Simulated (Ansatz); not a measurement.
**Ga2Se3 under a change: pressure 1.5 GPa**

Base system: Ga$_{2}$Se$_{3}$ (space group Cc, No. 9; a = 6.6495 Å, b = 11.6492 Å, c = 6.6374 Å, α = γ = 90.00°, β = 108.84°).

Now apply this change: cell and atoms relaxed at a pressure of 1.5 GPa.

Level of theory: Ansatz (an electronic-structure program), PBEsol, PAW, cutoff 420 eV, no spin-orbit coupling. Γ-centred 6×6×6 mesh, Fermi–Dirac width 0.05 eV.

| quantity | base | changed | shift |
|---|---|---|---|
| volume per atom | 24.33 Å³ | 23.37 Å³ | -0.955 Å³ |
| density | 5.14 g/cm³ | 5.35 g/cm³ | +0.21 g/cm³ |
| shortest interatomic distance | 2.343 Å | 2.335 Å | -0.008 Å |
| enthalpy H = E + PV relative to the base's energy | – | +0.22 eV/atom | – |
| band gap | 1.08 eV | 1.11 eV | +0.03 eV |
| gap character | direct at Γ | direct at Γ | – |
| mean gap deformation potential ΔEg/Δln V | – | -0.8 eV | – |
| width of the top valence band | 0.88 eV | 1.01 eV | +0.13 eV |
| electron mass | – | 0.11 mₑ along k, 0.13 mₑ across (at Γ) | – |
| valence-band top at Γ (three highest levels, from the VBM) | 0.00, -0.21, -0.53 eV | 0.00, -0.20, -0.54 eV | – |
| valley order (the lowest conduction-band minima on the path, energy above the VBM, named in the base's zone) | Γ 1.08 eV; L₂ (0, 1/2, 1/2) 1.49 eV; Y (1/2, 1/2, 0) 1.58 eV; V₂ (0, 1/2, 0) 2.34 eV | Γ 1.11 eV; L₂ (0, 1/2, 1/2) 1.46 eV; Y (1/2, 1/2, 0) 1.54 eV; V₂ (0, 1/2, 0) 2.23 eV | – |

Final structure:

```
CELL_PARAMETERS angstrom
      3.28596    -5.72633    -0.00594
      3.28596     5.72633    -0.00594
     -2.12980     0.00000     6.21502
ATOMIC_POSITIONS crystal
  Ga 0.78160 0.27701 0.50479
  Ga 0.27701 0.78160 0.00479
  Ga 0.41436 0.58654 0.50111
  Ga 0.58654 0.41436 0.00111
  Se 0.59891 0.75518 0.89105
  Se 0.75518 0.59891 0.39105
  Se 0.04665 0.20465 0.35521
  Se 0.20465 0.04665 0.85521
  Se 0.37093 0.90464 0.39543
  Se 0.90464 0.37093 0.89543
```

Load acts through the strain it causes; cell and atoms are relaxed under it. Effective masses come from finite differences of ±0.01 Å⁻¹. Along k means along the line from Γ to the band edge. Stability against distortions was not tested.
